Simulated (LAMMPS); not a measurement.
Consider a symmetric tilt boundary about [001] in Si (diamond structure), boundary plane (210) of one grain on (2-10) of the other (0 K).

All values are model results, not measurements: machine-learned potential (static), pair style snap, file Si_Zuo_JPCA2020.snap; code LAMMPS.

* **boundary energy (lowest found)**: 0.597 J/m²
* **excess volume**: 0.02 Å
* **Σ**: 5
* **rotation about the axis**: 53.13 °
* **disorientation (full cubic symmetry)**: 36.87 °
* **largest excess energy of an atom**: 0.26 eV
* **lattice constant at 0 K**: 5.474 Å
* **cost**: roughly 10 core-minutes

Potential: file Si_Zuo_JPCA2020.snap of the LAMMPS distribution; its header cites Y. Zuo, C. Chen, X, Li, Z. Deng, Y. Chen, J. Behler, G. Csányi, A. V. Shapeev, A. P. Thompson, M. A. Wood, S. P. Ong, "Performance and Cost Assessment of Machine Learning Interatomic Potentials" J. Phys. Chem. A 124, 4, 731-745 (2020).
